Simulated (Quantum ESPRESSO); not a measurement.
A self-consistent single point of ZrTiB₄ (P6/mmm, 6 atoms in the cell) with Quantum ESPRESSO.

Computed with PBEsol, PseudoDojo standard norm-conserving (PBESOL) pseudopotentials (plane waves; Quantum ESPRESSO 7.5).

```xyz
6
Lattice="3.0971 0.0000 0.0000 -1.5486 2.6822 0.0000 0.0000 0.0000 6.7945" Properties=species:S:1:pos:R:3 pbc="T T T"
Zr     0.0000     0.0000     3.3973
Ti     0.0000     0.0000     0.0000
B      0.0000     1.7881     5.2075
B      1.5486     0.8941     1.5870
B      1.5486     0.8941     5.2075
B      0.0000     1.7881     1.5870
```

Reference input (self-consistent single point, DFT, PBEsol, plane waves, PseudoDojo standard norm-conserving (PBESOL) pseudopotentials): ecutwfc = 85 Ry; occupations = smearing; smearing = cold; degauss = 0.0147 Ry; potentials = {Zr: Zr.upf, Ti: Ti.upf, B: B.upf}; K_POINTS = automatic 10 10 4 0 0 0; conv_thr = 1e-10 Ry; mixing_beta = 0.7. This run's input differs from it in these lines:

```diff
@@ -14,3 +14,3 @@
    smearing = 'cold'
-   degauss = 0.0147
+   degauss = 0.0073499
 /
@@ -32,3 +32,3 @@
 K_POINTS automatic
-10 10 4  0 0 0
+8 8 4  0 0 0
 CELL_PARAMETERS bohr
```

Log, with long lists cut:

```
     Self-consistent Calculation

     iteration #  1     ecut=    85.00 Ry     beta= 0.70

     total energy              =    -243.41750840 Ry
     estimated scf accuracy    <       0.68845529 Ry

     iteration #  2     ecut=    85.00 Ry     beta= 0.70

     total energy              =    -242.66828906 Ry
     estimated scf accuracy    <       5.87505540 Ry

     iteration #  3     ecut=    85.00 Ry     beta= 0.70

     total energy              =    -243.50206305 Ry
     estimated scf accuracy    <       3.23179670 Ry

   [... 9 blocks of this kind left out ...]

     iteration # 13     ecut=    85.00 Ry     beta= 0.70
     c_bands:  1 eigenvalues not converged

     total energy              =    -243.76691115 Ry
     estimated scf accuracy    <          6.8E-09 Ry

     iteration # 14     ecut=    85.00 Ry     beta= 0.70
     End of self-consistent calculation

     the Fermi energy is    15.3716 ev

!    total energy              =    -243.76691115 Ry
     estimated scf accuracy    <          8.3E-11 Ry
     smearing contrib. (-TS)   =       0.00012394 Ry
     internal energy E=F+TS    =    -243.76703509 Ry

     convergence has been achieved in  14 iterations

     Forces acting on atoms (cartesian axes, Ry/au):

     atom    1 type  1   force =     0.00000000    0.00000000   -0.00000000
     atom    2 type  2   force =     0.00000000    0.00000000    0.00000000
     atom    3 type  3   force =     0.00000000    0.00000000   -0.00116068
     atom    4 type  3   force =     0.00000000    0.00000000    0.00116068
     atom    5 type  3   force =     0.00000000   -0.00000000   -0.00116068
     atom    6 type  3   force =    -0.00000000   -0.00000000    0.00116068

     Total force =     0.002321     Total SCF correction =     0.000017

          total   stress  (Ry/bohr**3)                   (kbar)     P=      -44.78
  -0.00022434  -0.00000000   0.00000000          -33.00       -0.00        0.00
  -0.00000000  -0.00022434  -0.00000000           -0.00      -33.00       -0.00
   0.00000000   0.00000000  -0.00046451            0.00        0.00      -68.33

   JOB DONE.
```

The run converged in 14 iterations. Against the reference run the free energy falls by 1.1 meV/atom, the pressure stays near -4.48 GPa while the zz stress (positive for compression) goes from -5.91 to -6.83 GPa and the largest force goes from 0.011 to 0.030 eV/Å.

The starting cell comes from a database of computed structures (which also holds hypothetical and non-ambient phases and stackings), without a prior relaxation at this level. Spin polarisation is off. With a pressure of about -4 GPa the cell is away from its equilibrium volume at this level.

Cost on one core of a shared machine: roughly 90 s.
